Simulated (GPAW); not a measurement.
What a tighter setting buys: kpts, HgPd (P2_13, 8 atoms in the cell)

Cell: a = 5.3233 Å, b = 5.3233 Å, c = 5.3233 Å, α = 90.00°, β = 90.00°, γ = 90.00°.

Computed with LDA (Perdew-Wang 92), GPAW PAW datasets LDA (gpaw-data 1.0.1) (plane waves; GPAW).

Base settings: mode = pw; ecut = 600 eV; xc = LDA; kpts = 3 3 3; mesh shift (steps) = 0 0 0; occupations.name = methfessel-paxton; occupations.width = 0.05 eV; occupations.order = 1; nbands = -14; convergence.forces = 0.001 eV/Å.

Misses are taken against the tightest run, 7 7 7, which need not be fully converged itself. The energy is the free energy per atom.

The count of work is k-points × plane waves × bands × iterations; it is no time, and leaves out set-up, grids and terms that scale otherwise. Core times come from one kind of shared machine and are given to one figure; runs under 30 s give none.

The starting cell comes from a database of computed structures (which also holds hypothetical and non-ambient phases and stackings), without a prior relaxation at this level. Spin polarisation is off. In the base run, with a pressure of about -11 GPa the cell is away from its equilibrium volume at this level. Without a gap this mesh is coarse (it stands for a supercell whose shortest vector is 16 Å).

| kpts | energy less reference (meV/atom) | pressure less reference (GPa) | largest difference in the force on any atom (eV/Å) | count of work / reference | core time / reference (rough) |
|---|---|---|---|---|---|
| 1 1 1 | 492.61 | -1.88 | 0.660 | 0.020 | – |
| 2 2 2 | 29.69 | -0.98 | 0.192 | 0.17 | 0.2 |
| 3 3 3 | 32.03 | -0.04 | 0.123 | 0.22 | 0.2 |
| 4 4 4 | -0.13 | 0.02 | 0.049 | 0.48 | 0.7 |
| 5 5 5 | 3.74 | -0.02 | 0.042 | 0.52 | 0.6 |
| 6 6 6 | 0.94 | -0.06 | 0.008 | 1.0 | 1 |
| 7 7 7 | 0.00 | 0.00 | 0.000 | 1.0 | 1 |

Coarsest setting among those run that, with all tighter ones, holds the energy within 10 meV/atom of the reference: 4 4 4, off by 0.13 meV/atom; its saving against the reference is no more than about a factor of 2 in the count of work.

Coarsest setting among those run that, with all tighter ones, holds the energy within 2 meV/atom of the reference: 6 6 6, off by 0.94 meV/atom; its saving against the reference is no more than about a factor of 2 in the count of work. The coarser 4 4 4 also lies inside, but a setting between leaves the range again, so that is luck.

The step from 2 2 2 to 4 4 4: it takes the miss in the energy from 30 to 0.13 meV/atom, for 2.8 times the count of work and roughly 3 times the time.
